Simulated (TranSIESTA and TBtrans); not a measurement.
Run with TranSIESTA and TBtrans (open boundaries, self-consistent; PseudoDojo norm-conserving potentials, scalar-relativistic): PAO.BasisSize DZP, PAO.EnergyShift 0.15 eV, XC.Authors PBE, Mesh.Cutoff 200 Ry, ElectronicTemperature 300 K, TS.Voltage 0.0 eV, TBT.Elecs.Eta 0.001 eV, no spin polarisation.

Junction: Ga chain with one bond stretched by 0.6 Å. Leads: straight Ga chain, spacing 2.422 Å. Geometry: as built, not relaxed.

Q: Give the largest eigenchannel transmissions at the Fermi level (four at most) and the total.

A: 0.78, 0.78, 0.67; total 2.24. The straight chain is held at its spacing; free chains may zigzag or dimerise. No spin-polarised start was tried, so a magnetic state, if there is one, is missed.
